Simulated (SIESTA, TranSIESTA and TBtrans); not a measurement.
Run with TranSIESTA and TBtrans (open boundaries, self-consistent; PseudoDojo norm-conserving potentials, scalar-relativistic): Spin polarized, PAO.BasisSize DZP, PAO.EnergyShift 0.15 eV, XC.Authors PBE, Mesh.Cutoff 200 Ry, ElectronicTemperature 300 K, TS.Voltage 0.0 eV, TBT.Elecs.Eta 0.001 eV.

Device: Ta chain bridged by a linear N2 unit along the axis. Leads: straight Ta chain, spacing 2.35 Å. Geometry: 4 atoms about the centre moved by SIESTA (PBE, DZP) to a largest force of 0.01 eV/Å, all others as built, motion along the axis alone. Transport runs along z; the first 6 and the last 6 of the 22 atoms are the lead cells, repeated to infinity.

```xyz
22
Lattice="9.000 0.000 0.000 0.000 9.000 0.000 0.000 0.000 49.530" Properties=species:S:1:pos:R:3 pbc="F F T"
Ta     4.500     4.500     0.000
Ta     4.500     4.500     2.350
Ta     4.500     4.500     4.700
Ta     4.500     4.500     7.050
Ta     4.500     4.500     9.400
Ta     4.500     4.500    11.750
Ta     4.500     4.500    14.100
Ta     4.500     4.500    16.450
Ta     4.500     4.500    18.800
Ta     4.500     4.500    21.094
N      4.500     4.500    22.974
N      4.500     4.500    24.198
Ta     4.500     4.500    26.077
Ta     4.500     4.500    28.380
Ta     4.500     4.500    30.730
Ta     4.500     4.500    33.080
Ta     4.500     4.500    35.430
Ta     4.500     4.500    37.780
Ta     4.500     4.500    40.130
Ta     4.500     4.500    42.480
Ta     4.500     4.500    44.830
Ta     4.500     4.500    47.180
```
Starting moments (μB): atom 7 +1, atom 8 +1, atom 9 +1, atom 10 +1, atom 11 +1, atom 12 +1, atom 13 +1, atom 14 +1, atom 15 +1, atom 16 +1; lead atoms +1 (left) and +1 (right).

Task: Predict: conductance at 300 K (G0 = 2e²/h); mean T from −0.5 to 0.5 eV.

Result: conductance at 300 K (G0 = 2e²/h): 2.05; mean T from −0.5 to 0.5 eV: 2.02. The magnetic order of the leads was set by the start, and no other order was tried; the separate lead runs end at 1.06 (left) and 1.06 (right) μB an atom. The straight chain is held at its spacing; free chains may zigzag or dimerise. Spin-orbit coupling, left out here, matters for the heavy atoms.
